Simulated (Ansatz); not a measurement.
## The (101) surface of tetragonal MoSi2 in its 1x1 cell (cut with top plane Mo, bottom plane Mo), outermost plane spacing 1.00 Å in the ideal cut (one of several cuts of this face), with 1 Mo a cell over the bulk's ratio

Level of theory: PBE (plane waves to 420 eV, PAW; Ansatz, a first-principles code).

Model: 13-atom slab, Mo5Si8, 11.9 Å thick at the start, 12x9x1 mesh, Fermi-Dirac 0.1 eV, dipole correction, all atoms relaxed; held to the part of the start's symmetry that mesh and held atoms allow; no spin, no spin-orbit, no U.

The work function of the top face comes out as 3.57 eV, the energy released by relaxation is 0.39 eV and the cost is about 7 core-minutes (a rough figure).
